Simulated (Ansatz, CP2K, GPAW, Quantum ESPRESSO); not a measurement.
## One structure in several programs: SnO (P1, 4 atoms in the cell)

Self-consistent single point, at a second geometry (atoms moved at random). First geometry:

```yaml
crystal:
  lattice:
    - [3.42579, 0.00000, 0.00000]
    - [0.00000, 5.79382, 0.00000]
    - [0.00000, 0.00000, 4.31105]
  atoms:
    - { symbol: Sn, position: [0.00000, 0.23191, 0.51314] }
    - { symbol: Sn, position: [0.50000, 0.76809, 0.01314] }
    - { symbol: O, position: [0.00000, 0.89125, 0.73686] }
    - { symbol: O, position: [0.50000, 0.10875, 0.23686] }
```

Second geometry:
```
CELL_PARAMETERS angstrom
      3.42579     0.00000     0.00000
      0.00000     5.79382     0.00000
      0.00000     0.00000     4.31105
ATOMIC_POSITIONS crystal
  Sn 0.00370 0.21909 0.51409
  Sn 0.49928 0.76525 0.00803
  O  0.99514 0.90241 0.74126
  O  0.50188 0.11325 0.23661
```

Shared settings, as Ansatz (an electronic-structure program) writes them: kpoints.mp_grid.grid = 8 5 6; scf.occupations.method = fermi_dirac; scf.occupations.width = 0.05 eV. Potentials and cutoffs stand in the table.

```csv
code,model,ΔF from the first geometry (meV/atom),pressure (GPa),largest force (eV/Å),gap on the mesh (eV),cutoff
Ansatz,"PBEsol, PAW files made with PBE",-1.5,-5.27,1.354,1.479,420 eV
Quantum ESPRESSO,"PBEsol, GBRV 1.5 ultrasoft (PBESOL) pseudopotentials",-0.8,-5.00,1.321,1.475,40 Ry
GPAW,"PBEsol, GPAW PAW datasets PBEsol (made by gpaw-setup)",-2.9,–,1.400,1.470,950 eV
CP2K,"PBEsol, GPW, DZVP-MOLOPT-SR-GTH basis, GTH-PBE potentials (GTH_POTENTIALS)",12.1,-1.30,–,1.359,grid 450 Ry
```

Size of the force on each atom (eV/Å): Sizes of forces hide their directions.

```tsv
code	Sn1	Sn2	O3	O4
Ansatz	0.442	1.354	0.876	0.748
Quantum ESPRESSO	0.445	1.321	0.879	0.749
GPAW	0.461	1.400	0.849	0.768
```

A dash marks a value that a program does not give, or that is left out as unsure.

Gaps are read on the mesh.

The spread over the programs that give each value: ΔF from the first geometry within 15.0 meV/atom; pressure within 3.97 GPa; largest force within 0.079 eV/Å; gap on the mesh within 0.120 eV.

CP2K uses small atom-centred bases, whose incompleteness enters pressures, forces and empty levels differently from a plane-wave cutoff. Ansatz's pressure is given at a fixed set of plane waves, as the other plane-wave codes print theirs; with its correction for the finite basis it is -5.10 GPa. The pressure of GPAW is left out: its cutoff lies under the one at which its stress was checked. In the pressure, CP2K (by 3.83) lies more than 1 GPa from the median of the plane-wave programs.

The starting cell comes from a database of computed structures (which also holds hypothetical and non-ambient phases and stackings), without a prior relaxation at this level. Its lattice was rescaled by a random factor within 2.5 % of one. For this run, on top of that: atoms moved at random.

Keys are those of Ansatz 0.2.
